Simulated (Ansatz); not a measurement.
**CdI2: transverse stress against strain**

CdI2 (1T layered, P-3m1, 32.611 Å³/atom at rest, c along z) under a strain ε along c (axis z), the other axes held. PBEsol-D3(BJ) in Ansatz, a plane-wave DFT program (PAW, default set), 420 eV, 9×9×5 Γ-centred mesh, Fermi-Dirac smearing 0.05 eV; ions are relaxed within the symmetry of each cell. Stress is positive for a compressed cell.

Here s stands for strain and y for stress xx.

```
strain (%)  stress xx (GPa)
----------  ---------------
-3.00                     ?
-1.50                  0.24
-1.00                  0.15
-0.50                  0.07
0.00                   0.00
0.50                  -0.07
1.00                  -0.14
1.50                  -0.20
```

Task: Using a straight line, estimate the missing y at s = -3.00 from the other rows, showing the fit.

Result: Means: s 0, y 0.007. About the means, the sum of products is -1.0200 and the sum of squares of s is 7.0000; the slope is their ratio. Least squares gives y = 0.007 - 0.1457·s. Residuals (row less fit): 0.014, -0.003, -0.010, -0.007, -0.004, -0.001, 0.012; standard error 0.010 (degrees of freedom: 5). The slope gives the elastic constant C13 = 14.6 ± 0.4 GPa. At the withheld row, y = 0.007 - 0.1457 × (-3.0) = 0.444 GPa. The calculation gives 0.55 GPa, 0.106 GPa above the prediction (14.1 % of the range of y in the table). The row lies outside the fitted rows, so this is an extrapolation. From the scatter of the fitted rows alone, a prediction at this place has a standard error of 0.016 GPa, so the miss is 6.6 times that.

One order more, fitted to all 13 runs of the series, follows each within 0.01, so the miss is the next term of a smooth law. Rows are the converged runs of the series near zero and its far end; series whose fitted rows scatter by over a few per cent of the range, as at a crossing or softening among them, aren't shown in this form. Most that stay on the fit to the last digits aren't either.
